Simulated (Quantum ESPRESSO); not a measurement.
# Refining one setting for Ga2O3 (C2/m, 10 atoms in the cell)

```xyz
10
Lattice="6.0936 -1.5122 0.0000 6.0936 1.5122 0.0000 -1.3736 0.0000 5.6074" Properties=species:S:1:pos:R:3 pbc="T T T"
Ga     3.2165     0.0000     3.8426
Ga     7.5971     0.0000     1.7648
Ga    10.8027     0.0000     1.1507
Ga     0.0108     0.0000     4.4567
O      5.1155     0.0000     4.1682
O      5.6980     0.0000     1.4392
O      9.4743     0.0000     2.4491
O      1.3392     0.0000     3.1583
O      1.8549     0.0000     0.6120
O      8.9587     0.0000     4.9954
```

Method of the run: PBE, PseudoDojo standard norm-conserving (PBE) pseudopotentials (plane waves; Quantum ESPRESSO 7.5).

The starting cell comes from a database of computed structures (which also holds hypothetical and non-ambient phases and stackings), without a prior relaxation at this level. Its lattice was rescaled by a random factor within 2.5 % of one. In the base run, with a pressure of about 11 GPa the cell is away from its equilibrium volume at this level.

Held fixed: ecutwfc = 85 Ry; occupations = smearing; smearing = gaussian; degauss = 0.0036749 Ry; potentials = {Ga: Ga.upf, O: O.upf}; K_POINTS = automatic 5 5 3 0 0 0; conv_thr = 1e-09 Ry; mixing_beta = 0.5.

ΔF is the free energy per atom less that of the last row (52).

```json
[
 {"nbnd": "44", "ΔF (meV/atom)": "0.00", "pressure (GPa)": "11.48", "largest force (eV/Å)": "0.264", "bands": "44", "iterations": "14"},
 {"nbnd": "45", "ΔF (meV/atom)": "0.00", "pressure (GPa)": "11.47", "largest force (eV/Å)": "0.264", "bands": "45", "iterations": "12"},
 {"nbnd": "46", "ΔF (meV/atom)": "0.00", "pressure (GPa)": "11.47", "largest force (eV/Å)": "0.264", "bands": "46", "iterations": "12"},
 {"nbnd": "48", "ΔF (meV/atom)": "0.00", "pressure (GPa)": "11.47", "largest force (eV/Å)": "0.264", "bands": "48", "iterations": "12"},
 {"nbnd": "52", "ΔF (meV/atom)": "0.00", "pressure (GPa)": "11.47", "largest force (eV/Å)": "0.264", "bands": "52", "iterations": "12"}
]
```

Largest force within 0.01 eV/Å of the last row: from nbnd = 44 on, the coarsest one. The value it settles on is 0.264 eV/Å at this level of theory and with the other settings as held.

Pressure within 0.05 GPa of the last row: from nbnd = 44 on, the coarsest one. The value it settles on is 11.47 GPa at this level of theory and with the other settings as held.
